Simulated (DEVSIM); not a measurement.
Device: double heterostructure, GaAs between p- and n-type In0.49Ga0.51P, at 250 K.

| layer (left to right) | material | thickness (μm) | Nd (cm⁻³) | Na (cm⁻³) | τn (s) | τp (s) |
|---|---|---|---|---|---|---|
| 1 | In0.49Ga0.51P | 0.680 | - | 1.3e17 | 3.7e-10 | 3.7e-10 |
| 2 | GaAs | 0.0820 | 1.2e14 | - | 3.7e-10 | 3.7e-10 |
| 3 | In0.49Ga0.51P | 0.280 | 1.2e17 | - | 3.7e-10 | 3.7e-10 |

Left contact: ohmic. Right contact: ohmic. Voltage is applied to the left contact. Recombination: SRH at mid-gap, radiative. Mobility is μmin + (μ − μmin)/(1 + (N/Nref)^α).

This is a model device: material constants are rounded textbook-type values typed into the input, and sizes, dopings and lifetimes were drawn at random. Values at 300 K; Nc and Nv go as T^1.5, mobilities as T to minus their exponent, the gap by Varshni's rule with the affinity fixed.

```tsv
parameter	In0.49Ga0.51P	GaAs
gap (eV)	1.89	1.424
affinity (eV)	4	4.07
permittivity	11.8	12.9
Nc (cm⁻³)	9e17	4.7e17
Nv (cm⁻³)	1.3e19	9e18
μn (cm²/Vs)	1500	8500
μp (cm²/Vs)	80	400
μn,min	400	500
μp,min	15	20
Nref,n	2e16	6e16
Nref,p	1.5e17	1.5e17
αn	0.7	0.39
αp	0.8	0.38
T exponent of μn	1.66	2.1
T exponent of μp	2	2.2
B (cm³/s)	1e-10	2e-10
Varshni α (eV/K)	0.0005	0.000541
Varshni β (K)	250	204
```

Model (solved in DEVSIM): 1D drift-diffusion, Boltzmann statistics, complete ionisation; no tunnelling, impact ionisation, image-force lowering or self-heating. Band offsets follow the typed affinities; no thermionic-emission limit at abrupt steps, no polarisation charge.

Task: Tabulate band edges, carrier densities and field at zero bias.

Result: Energies count from the Fermi level of the right contact; mesh points crowd at the junctions.

```json
[
 {"x (μm)": "0.000", "Ec (eV)": "1.816", "Ev (eV)": "-0.093", "n (cm⁻³)": "< 1e2", "p (cm⁻³)": "1.3e17", "field (V/cm)": "≈ 0"},
 {"x (μm)": "0.006934", "Ec (eV)": "1.816", "Ev (eV)": "-0.093", "n (cm⁻³)": "< 1e2", "p (cm⁻³)": "1.3e17", "field (V/cm)": "≈ 0"},
 {"x (μm)": "0.02374", "Ec (eV)": "1.816", "Ev (eV)": "-0.093", "n (cm⁻³)": "< 1e2", "p (cm⁻³)": "1.3e17", "field (V/cm)": "≈ 0"},
 {"x (μm)": "0.06446", "Ec (eV)": "1.816", "Ev (eV)": "-0.093", "n (cm⁻³)": "< 1e2", "p (cm⁻³)": "1.3e17", "field (V/cm)": "≈ 0"},
 {"x (μm)": "0.2178", "Ec (eV)": "1.816", "Ev (eV)": "-0.093", "n (cm⁻³)": "< 1e2", "p (cm⁻³)": "1.3e17", "field (V/cm)": "≈ 0"},
 {"x (μm)": "0.4633", "Ec (eV)": "1.816", "Ev (eV)": "-0.093", "n (cm⁻³)": "< 1e2", "p (cm⁻³)": "1.3e17", "field (V/cm)": "≈ 0"},
 {"x (μm)": "0.5935", "Ec (eV)": "1.815", "Ev (eV)": "-0.095", "n (cm⁻³)": "< 1e2", "p (cm⁻³)": "1.2e17", "field (V/cm)": "-1400"},
 {"x (μm)": "0.6564", "Ec (eV)": "1.642", "Ev (eV)": "-0.267", "n (cm⁻³)": "< 1e2", "p (cm⁻³)": "4.0e13", "field (V/cm)": "-78000"},
 {"x (μm)": "0.6731", "Ec (eV)": "1.484", "Ev (eV)": "-0.426", "n (cm⁻³)": "< 1e2", "p (cm⁻³)": "2.6e10", "field (V/cm)": "-110000"},
 {"x (μm)": "0.6800", "Ec (eV)": "1.332", "Ev (eV)": "-0.114", "n (cm⁻³)": "< 1e2", "p (cm⁻³)": "3.5e16", "field (V/cm)": "-120000"},
 {"x (μm)": "0.6866", "Ec (eV)": "1.258", "Ev (eV)": "-0.189", "n (cm⁻³)": "< 1e2", "p (cm⁻³)": "1.1e15", "field (V/cm)": "-110000"},
 {"x (μm)": "0.7087", "Ec (eV)": "1.007", "Ev (eV)": "-0.439", "n (cm⁻³)": "< 1e2", "p (cm⁻³)": "9.7e9", "field (V/cm)": "-110000"},
 {"x (μm)": "0.7383", "Ec (eV)": "0.672", "Ev (eV)": "-0.774", "n (cm⁻³)": "10000", "p (cm⁻³)": "1700", "field (V/cm)": "-110000"},
 {"x (μm)": "0.7542", "Ec (eV)": "0.492", "Ev (eV)": "-0.955", "n (cm⁻³)": "4.4e7", "p (cm⁻³)": "< 1e2", "field (V/cm)": "-110000"},
 {"x (μm)": "0.7629", "Ec (eV)": "0.463", "Ev (eV)": "-1.446", "n (cm⁻³)": "3.1e8", "p (cm⁻³)": "< 1e2", "field (V/cm)": "-120000"},
 {"x (μm)": "0.7709", "Ec (eV)": "0.371", "Ev (eV)": "-1.538", "n (cm⁻³)": "2.2e10", "p (cm⁻³)": "< 1e2", "field (V/cm)": "-110000"},
 {"x (μm)": "0.7900", "Ec (eV)": "0.200", "Ev (eV)": "-1.709", "n (cm⁻³)": "6.4e13", "p (cm⁻³)": "< 1e2", "field (V/cm)": "-72000"},
 {"x (μm)": "0.8355", "Ec (eV)": "0.045", "Ev (eV)": "-1.864", "n (cm⁻³)": "8.5e16", "p (cm⁻³)": "< 1e2", "field (V/cm)": "-6600"},
 {"x (μm)": "0.9601", "Ec (eV)": "0.038", "Ev (eV)": "-1.872", "n (cm⁻³)": "1.2e17", "p (cm⁻³)": "< 1e2", "field (V/cm)": "≈ 0"},
 {"x (μm)": "1.010", "Ec (eV)": "0.038", "Ev (eV)": "-1.872", "n (cm⁻³)": "1.2e17", "p (cm⁻³)": "< 1e2", "field (V/cm)": "≈ 0"},
 {"x (μm)": "1.032", "Ec (eV)": "0.038", "Ev (eV)": "-1.872", "n (cm⁻³)": "1.2e17", "p (cm⁻³)": "< 1e2", "field (V/cm)": "≈ 0"},
 {"x (μm)": "1.042", "Ec (eV)": "0.038", "Ev (eV)": "-1.872", "n (cm⁻³)": "1.2e17", "p (cm⁻³)": "< 1e2", "field (V/cm)": "≈ 0"}
]
```
